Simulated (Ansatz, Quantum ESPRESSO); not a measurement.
An Ansatz (a first-principles code) input for a self-consistent single point of LiF (Fm-3m, 2 atoms in the cell) (DFT, PBE, plane waves, default PAW files):

Ansatz 0.2 input:
```yaml
# LiF
crystal:
  lattice:
    - [0.00000000, 2.01500000, 2.01500000]
    - [2.01500000, 0.00000000, 2.01500000]
    - [2.01500000, 2.01500000, 0.00000000]
  atoms:
    - { symbol: Li, position: [0.00000000, 0.00000000, 0.00000000] }
    - { symbol: F, position: [0.50000000, 0.50000000, 0.50000000] }
kpoints:
  mp_grid: { grid: [7, 7, 7] }
hamiltonian:
  xc: pbe
  pseudopotentials: { kind: paw }
scf:
  occupations: { method: fermi_dirac, width: 0.02 eV }
output:
  forces: true
  eigenvalues: true
  stress: true
```

### Question
Give the Quantum ESPRESSO input for the same structure, mesh, smearing and functional.

### Answer
One input that does it (others would too):

```fortran
&control
 calculation = 'scf'
 prefix = 'pwscf'
 outdir = './work'
 pseudo_dir = './'
 tprnfor = .true.
 tstress = .true.
/
&system
 ibrav = 2
 A = 4.03000000
 nat = 2
 ntyp = 2
 ecutwfc = 85
 occupations = 'smearing'
 smearing = 'fermi-dirac'
 degauss = 0.00147
/
&electrons
 conv_thr = 1.0d-9
 mixing_beta = 0.7
/
ATOMIC_SPECIES
Li     6.9400  Li.upf
F     18.9984  F.upf
ATOMIC_POSITIONS alat
Li    0.00000000    0.00000000    0.00000000
F    -0.50000000    0.50000000    0.50000000
K_POINTS automatic
7 7 7  0 0 0
```

Basis settings and potentials, where a program has them, do not carry over. This input uses DFT, PBE, plane waves, PseudoDojo standard norm-conserving (PBE) pseudopotentials. Both were run: pressure 1.34 GPa in Ansatz and 1.65 in Quantum ESPRESSO; gap on the mesh 9.076 eV in Ansatz and 9.101 in Quantum ESPRESSO. Ansatz's pressure is the one without its finite-basis correction.

On Quantum ESPRESSO: the starting cell has typed, rounded lattice constants, without a prior relaxation at this level.

On Ansatz: the starting cell has typed, rounded lattice constants, without a prior relaxation at this level.
